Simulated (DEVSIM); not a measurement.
Structure: GaAs n-i-p diode, at 250 K.

Layer 1 from the left is GaAs, thickness (μm) 0.210, Nd (cm⁻³) 1.7e17, τn (s) 5.4e-8, τp (s) 5.4e-8. Layer 2 from the left is GaAs, thickness (μm) 1.30, Na (cm⁻³) 4.4e13, τn (s) 5.4e-8, τp (s) 5.4e-8. Layer 3 from the left is GaAs, thickness (μm) 2.10, Na (cm⁻³) 2.2e17, τn (s) 5.4e-8, τp (s) 5.4e-8.

Left contact: ohmic. Right contact: ohmic. Voltage is applied to the left contact. Recombination: SRH at mid-gap, Auger. Mobility is constant in doping.

The device is made up for the run: typed textbook-type constants, with dimensions and the other settings drawn at random. Values at 300 K; Nc and Nv go as T^1.5, mobilities as T to minus their exponent, the gap by Varshni's rule with the affinity fixed.

GaAs: gap (eV) 1.424, affinity (eV) 4.07, permittivity 12.9, Nc (cm⁻³) 4.7e17, Nv (cm⁻³) 9e18, μn (cm²/Vs) 8500, μp (cm²/Vs) 400, T exponent of μn 2.1, T exponent of μp 2.2, Cn (cm⁶/s) 1e-30, Cp (cm⁶/s) 1e-30, Varshni α (eV/K) 0.000541, Varshni β (K) 204.

Model (solved in DEVSIM): 1D drift-diffusion, Boltzmann statistics, complete ionisation; no tunnelling, impact ionisation, image-force lowering or self-heating.

Task: What does the simulation give for the potential step across the device at zero bias, the dark forward voltage at 100 A/cm²?

Result: potential step across the device at zero bias 1.356 V; dark forward voltage at 100 A/cm² 1.222 V.
